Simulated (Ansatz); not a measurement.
Candidates (primitive cells; geometry: relaxed with this functional, without spin-orbit coupling):
A. CuSn (P6_3/mmc), a = 4.120 Å, b = 4.120 Å, c = 4.974 Å, α = 90.00°, β = 90.00°, γ = 120.00°
B. NiS (P6_3/mmc), a = 3.405 Å, b = 3.405 Å, c = 5.076 Å, α = 90.00°, β = 90.00°, γ = 120.00°
C. PdSb (P6_3/mmc), a = b = 4.0886 Å, c = 5.5683 Å, α = β = 90.00°, γ = 120.00°

Put the candidates in order of electron-phonon coupling λ, highest first, for PBEsol, DFPT electron-phonon coupling, linearised Boltzmann equation (Ansatz, a program for electronic structure).

B (0.78), C (0.51), A (0.32)

Metals; harmonic phonons. Halving the electron mesh moves these values by up to 5 %; q meshes are mostly untested. Some of the runs warned that the eigensolver left states short of its tolerance. Spin-orbit coupling is left out.

Formula and space group known from diffraction (Crystallography Open Database), not checked to be the room-temperature form: CuSn (P6_3/mmc), NiS (P6_3/mmc), PdSb (P6_3/mmc). Treated as nonmagnetic (a ferromagnetic start lost its moment, other orders weren't tried): NiS (P6_3/mmc).
